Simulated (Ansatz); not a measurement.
Start from a 15-atom supercell of MoSi₂ (space group I4/mmm, No. 139; a = 3.202 Å, c = 7.819 Å) at its relaxed geometry.

Level of theory: DFT with r2SCAN, PAW potentials and a 500 eV plane-wave cutoff in Ansatz (an electronic-structure program), without spin-orbit coupling, earlier PAW set.

Before the change:

| Quantity | Value |
|---|---|
| Pressure | 0.0 GPa |
| Mean distance from the defect site to its nearest host atoms | 4.87 bohr |

Modification: one Si atom is removed, atoms relaxed at fixed cell, starting from a slightly rattled geometry.

Problem. How does this affect the pressure, largest displacement of a host atom from its site in the perfect cell and mean distance from the defect site to its nearest host atoms?

Solution. The pressure goes from zero to -1.6 GPa; the largest displacement of a host atom from its site in the perfect cell amounts to 0.07 Å; the mean distance from the defect site to its nearest host atoms decreases by 0.06 bohr, from 4.87 bohr to 4.81 bohr.

The cell is small, so the values are those of an ordered compound at a high defect concentration; dilute-limit values will differ. A case with no gap was solved on a k-mesh chosen for an insulator, which is coarse for it. All final runs are without spin polarisation. The defect cell is not spin-polarised.
